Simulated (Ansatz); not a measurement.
Take HfO2 in the fluorite structure (space group Fm-3m, No. 225) as the base.

```cif
data_HfO2
_chemical_formula_sum 'Hf1 O2'
_space_group_name_H-M_alt 'P 1'
_space_group_IT_number 1
_cell_length_a 3.56648
_cell_length_b 3.56648
_cell_length_c 3.56648
_cell_angle_alpha 60.000
_cell_angle_beta 60.000
_cell_angle_gamma 60.000
loop_
_space_group_symop_operation_xyz
  'x, y, z'
loop_
_atom_site_label
_atom_site_type_symbol
_atom_site_fract_x
_atom_site_fract_y
_atom_site_fract_z
_atom_site_occupancy
Hf1 Hf 0.00000 0.00000 0.00000 1
O1 O 0.25000 0.25000 0.25000 1
O2 O 0.75000 0.75000 0.75000 1
```

Computed with PBEsol in Ansatz (plane waves to 420 eV, PAW, no spin-orbit coupling).

Before the change:

The width of the top valence band is 1.88 eV and the pressure is 0.0 kbar.

The change: every lattice vector is stretched by 1.50 %; the atoms relax in the strained cell.

Problem. How does this affect the width of the top valence band and pressure?

Solution. The width of the top valence band falls by 0.05 eV, from 1.88 eV to 1.83 eV; the pressure goes from zero to -107.4 kbar.

Spin-orbit coupling, missing from the scalar runs, can matter with Hf. The levels and masses belong to the bands next to the band gap. No phonon test of stability was made. This is not the structure that HfO2 has at room temperature and ambient pressure.

Ansatz is a first-principles code.
